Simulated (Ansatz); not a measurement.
**Worked example: self-consistent single point of Al (Fm-3m, 1 atom in the cell) in Ansatz (a quantum-chemistry and plane-wave program)**

Computed with PBEsol, harder PAW files (source: ansatz) made with PBE (plane waves; Ansatz).

This input was run:

Ansatz 0.2 input:
```yaml
# Al
crystal:
  lattice:
    - [0.000000, 2.049757, 2.049757]
    - [2.049757, 0.000000, 2.049757]
    - [2.049757, 2.049757, 0.000000]
  atoms:
    - { symbol: Al, position: [0.000000, 0.000000, 0.000000] }
basis:
  ecutwfc: 900.0 eV
kpoints:
  mp_grid: { grid: [11, 11, 11] }
hamiltonian:
  xc: pbesol
  pseudopotentials: { kind: paw, source: ansatz }
scf:
  occupations: { method: fermi_dirac, width: 0.136 eV }
output:
  forces: true
  eigenvalues: true
  stress: true
```

Output, abridged:

```
WARN ansatz: RAYON_NUM_THREADS=1 ignored (pool sized by the plan → 1); use --threads N
Pseudopotentials: kind: paw
Pseudopotential: Al, paw, valence charge 11
Crystal: 1 atoms, lattice volume = 17.224 Å³
Basis set: ecut = 900 eV, 1067 PW (Γ), exchange–correlation on 60×60×60 points (8 copies of the dense FFT grid, shifted against one another)
Bands: 10, of which v1, the nominal top of the filled ones, is band 6 counted from 1 (5 counted from 0)
Symmetry: 48 space group operations
Space group: Fm-3m (ITA 225), of the structure as read, at distance tolerance 2.6e-5 Å
k-points: 56 of 1331
PAW frozen core: Al, regenerated for the run's functional, and the local potential with it
Initial density: superposition of atomic densities (chi_scale 0.1, normalization cell)
Initial wavefunctions: pseudopotential atomic-orbital guess
Eigensolver: davidson
Functional: x = pbesol(κ = 0.804, μ = 0.12345679012345678), c = pbesol(β = 0.046)
SCF iter   1: F=—  HF=-2418.157012 eV  |F-HF|=—  |Δ(HF+E_count)|=         —  Δρ=2.19e-2  dr2=8.54e-2  ethr=3.10e-3  ⟨swp⟩=5.9  Hψ=4399  notcnv=0
all-band conjugate gradients solve this SCF's bands
preconditioner: auto → none
SCF iter   2: F=—  HF=-2418.130209 eV  |F-HF|=—  |Δ(HF+E_count)|=   2.68e-2  Δρ=9.84e-3  dr2=1.61e-2  ethr=7.76e-4  ⟨swp⟩=2.0  Hψ=1230  notcnv=0  defer=12
SCF iter   3: F=—  HF=-2418.125130 eV  |F-HF|=—  |Δ(HF+E_count)|=   5.08e-3  Δρ=7.64e-4  dr2=7.59e-5  ethr=1.46e-4  ⟨swp⟩=2.1  Hψ=666  notcnv=0  defer=12
SCF iter   4: F=—  HF=-2418.125179 eV  |F-HF|=—  |Δ(HF+E_count)|=   4.88e-5  Δρ=1.15e-4  dr2=8.94e-7  ethr=6.90e-7  ⟨swp⟩=2.4  Hψ=862  notcnv=0  defer=12
SCF iter   5: F=-2418.125179 eV  HF=-2418.125179 eV  |F-HF|=2.80e-8  |Δ(HF+E_count)|=   9.79e-8  Δρ=1.72e-5  dr2=4.03e-8  ethr=9.09e-10  ⟨swp⟩=9.0  Hψ=3153  notcnv=0
SCF 1 converged in 5 iterations: F = -2418.125179 eV  dr2 = 4.03e-8
SCF converged after 5 iterations
Stability not checked: this state was not tested for a lower state beside it, because too few of the mixer's solves of this state at the end of the SCF gave a …
Free energy (F): -2418.125179 eV
Harris-Foulkes:  -2418.125179 eV  (|F-HF|=2.80e-8)
Internal energy: -2418.102502 eV  (E = F + TS)
E sigma→0 (E₀):  -2418.113840 eV
Entropy (-TS):   -0.022677 eV (-22.677 meV/atom)
Fermi energy:    9.467587 eV
--- Per-component energies (eV) ---
  E_band       = -503.895374
  E_kinetic    = 250.273586
  E_local      = -2356.592091  (includes V_loc(G=0)·N_el)
  E_nonlocal   = 340.660726
  E_hartree    = 699.853344
  E_xc         = -68.439340
  E_vxc        = -88.963316  (∫ρ·V_xc dr)
  E_paw        = -309.602254  (= ΣΔE_a)
  E_vpaw       = -48.989775  (= ΣTr[D̂ρ^β])
  E_aug_tail   = -0.000177  (compensation charges beyond the density's cutoff)
  E_ewald      = -974.318785
  E_core_change = 0.062489  (= ΣΔE_core)
  E_smearing   = -0.022677  (= −TS)
  E_closure    = 0.000000  (closes the sum)
  Σ components = -2418.125179   (vs F -2418.125179, Δ=0.00e0)
--- Forces (eV/Å), atoms counted from 1 ---
  atom   1  Al    -0.00000000    -0.00000000    -0.00000000
  max |Σ_I F_I| component: 8.22e-32 eV/Å
--- Stress (GPa, compression-positive) ---
       -4.372123       0.000000      -0.000000
        0.000000      -4.372123       0.000000
        0.000000      -0.000000      -4.372123
  P = ⅓ Tr σ = -4.3721 GPa (-43.721 kbar)
  The stress holds the Pulay correction. Without it, at fixed plane waves, as pw.x and ABINIT print it: P = -4.3843 GPa
--- Band table (eV; the first three rows and the last of 56) ---
  k-point 0: bands = ["-93.6564", "-55.3245", "-55.3245", "-55.3245", "-1.3960", "21.8142", "21.8142", "21.8142", "22.9684", "22.9684"]
  k-point 1: bands = ["-93.6562", "-55.3260", "-55.3247", "-55.3247", "-1.1777", "18.8927", "21.1069", "21.1069", "23.7469", "23.9974"]
  k-point 2: bands = ["-93.6557", "-55.3300", "-55.3254", "-55.3254", "-0.5246", "15.3276", "20.3631", "20.3631", "23.5533", "24.8353"]
  k-point 55: bands = ["-93.6534", "-55.3378", "-55.3367", "-55.3315", "8.1059", "8.3666", "9.6715", "11.4685", "22.9856", "25.6838"]
```

The run converged in 5 iterations.

The starting cell comes from a database of computed structures (which also holds hypothetical and non-ambient phases and stackings), without a prior relaxation at this level. Its lattice was rescaled by a random factor within 2.5 % of one. With a pressure of about -4 GPa the cell is away from its equilibrium volume at this level. Ansatz's pressure includes its estimate of the finite-basis (Pulay) stress.
